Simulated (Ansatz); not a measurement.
Input and output of a self-consistent single point for Li (Im-3m, 1 atom in the cell) (Ansatz, a program for electronic structure).

Level of theory: PBEsol, default PAW files made with PBE (plane waves; Ansatz).

The change in words: lattice scaled by 0.98; basis.ecutwfc: 420 eV → 630 eV. Reference geometry:
```yaml
crystal:
  lattice:
    - [-1.75023, 1.75023, 1.75023]
    - [1.75023, -1.75023, 1.75023]
    - [1.75023, 1.75023, -1.75023]
  atoms:
    - { symbol: Li, position: [0.00000, 0.00000, 0.00000] }
```

Reference input (self-consistent single point, DFT, PBEsol, plane waves, default PAW files made with PBE): basis.ecutwfc = 420 eV; kpoints.mp_grid.grid = 13 13 13; hamiltonian.xc = pbesol; hamiltonian.pseudopotentials = {kind: paw} (the program's default PAW files); scf.occupations.method = gaussian; scf.occupations.width = 0.1 eV. This run's input differs from it in these lines:

Ansatz 0.2 input:
```diff
@@ -3,5 +3,5 @@
   lattice:
-    - [-1.75023500, 1.75023500, 1.75023500]
-    - [1.75023500, -1.75023500, 1.75023500]
-    - [1.75023500, 1.75023500, -1.75023500]
+    - [-1.71523000, 1.71523000, 1.71523000]
+    - [1.71523000, -1.71523000, 1.71523000]
+    - [1.71523000, 1.71523000, -1.71523000]
   atoms:
@@ -9,3 +9,3 @@
 basis:
-  ecutwfc: 420.0 eV
+  ecutwfc: 630.0 eV
 kpoints:
```

Output, abridged:

```
SCF iter   1: F=—  HF=-203.000671 eV  |F-HF|=—  |Δ(HF+E_count)|=         —  Δρ=1.41e-3  dr2=1.24e-4  ethr=1.77e-3  ⟨swp⟩=4.1  Hψ=3989  notcnv=0
all-band conjugate gradients solve this SCF's bands
preconditioner: auto → none
SCF iter   2: F=—  HF=-203.000170 eV  |F-HF|=—  |Δ(HF+E_count)|=   5.01e-4  Δρ=5.41e-4  dr2=1.75e-5  ethr=4.14e-6  ⟨swp⟩=2.2  Hψ=1280  notcnv=0
   [... lines left out ...]
SCF iter   4: F=-203.000083 eV  HF=-203.000083 eV  |F-HF|=8.44e-10  |Δ(HF+E_count)|=   4.63e-9  Δρ=1.85e-6  dr2=2.80e-10  ethr=1.46e-9  ⟨swp⟩=2.5  Hψ=600  notcnv=0  defer=1
iter 5 did not close the SCF: its close was put off for the readings that it lacked (scf_convergence_deferred on its scf_iter line)
SCF iter   5: F=-203.000083 eV  HF=-203.000083 eV  |F-HF|=1.51e-12  |Δ(HF+E_count)|=  9.12e-10  Δρ=7.96e-8  dr2=3.51e-13  ethr=9.34e-12  ⟨swp⟩=2.0  Hψ=603  notcnv=0  defer=1
SCF iter   6: F=-203.000083 eV  HF=-203.000083 eV  |F-HF|=5.68e-14  |Δ(HF+E_count)|=  1.62e-12  Δρ=1.89e-9  dr2=1.78e-16  ethr=1.00e-12  ⟨swp⟩=1.7  Hψ=1534  notcnv=0
SCF 1 converged in 6 iterations: F = -203.000083 eV  dr2 = 1.78e-16
Free energy (F): -203.000083 eV
Internal energy: -202.997944 eV  (E = F + TS)
E sigma→0 (E₀):  -202.999013 eV
Entropy (-TS):   -0.002140 eV (-2.140 meV/atom)
Fermi energy:    1.092132 eV
--- Forces (eV/Å), atoms counted from 1 ---
  atom   1  Li     0.00000000     0.00000000    -0.00000000
--- Stress (GPa, compression-positive) ---
        0.011937       0.000000       0.000000
        0.000000       0.011937       0.000000
       -0.000000      -0.000000       0.011937
  P = ⅓ Tr σ = 0.0119 GPa (0.119 kbar)
  The stress holds the Pulay correction. Without it, at fixed plane waves, as pw.x and ABINIT print it: P = 0.0093 GPa
```

The run converged in 6 iterations. Against the reference run the free energy drops by 3.2 meV/atom and the pressure goes from -0.74 to 0.01 GPa.

The starting cell has typed, rounded lattice constants, without a prior relaxation at this level. Its lattice was rescaled by up to half a per cent. For this run, on top of that: lattice scaled by 0.98. Ansatz's pressure includes its estimate of the finite-basis (Pulay) stress.
